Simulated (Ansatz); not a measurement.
## Sn: Sn → Ru

Consider Sn (space group I4_1/amd, No. 141; a = 5.833 Å, c = 3.158 Å).

Perturbation: Ru takes the place of Sn on all its sites, then cell and atoms are relaxed.

All numbers come from PBEsol, PAW, 420 eV (Ansatz, a quantum-chemistry and plane-wave program; scalar-relativistic without spin-orbit coupling), earlier PAW set. Settings: 20×20×20 k-points, 0.05 eV Fermi–Dirac smearing, for the changed cell.

- Density: 11.23 g/cm³ (base 7.34 g/cm³)
- Lattice parameter a: 4.678 Å (base 5.833 Å)
- c/a ratio: 0.584 (base 0.541)
- Space group: I4_1/amd (No. 141) (base I4_1/amd (No. 141))
- Shortest interatomic distance: 2.437 Å (base 3.022 Å)
- Band gap: zero (base zero)

Stability against distortions was not tested. As relaxed here, Ru is a hypothetical phase, not in the database extracts checked. All final runs are without spin polarisation.
